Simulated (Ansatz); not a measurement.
Gap of a (14,0) carbon nanotube at several levels, all on one geometry.

Levels: PBE (plane waves to 420 eV, PAW; Ansatz, an electronic-structure program); r2SCAN (plane waves to 500 eV, PAW; Ansatz); HSE06 (Ansatz). Unmarked values and the geometry are of the first. Mesh 1×1×18. No spin polarisation. It repeats along c; a and b span vacuum. An idealised model, rolled from the flat sheet. Only distortions within the start's symmetry and period were free. HSE06 ran on a 1×1×4 mesh and at PBE's edge points.

```json
[
 {"level": "PBE", "gap (eV)": "0.71"},
 {"level": "r2SCAN", "gap (eV)": "0.75"},
 {"level": "HSE06", "gap (eV)": "___"}
]
```

Problem. Fill in the missing entries.

Solution. 
- HSE06, gap (eV): 0.87
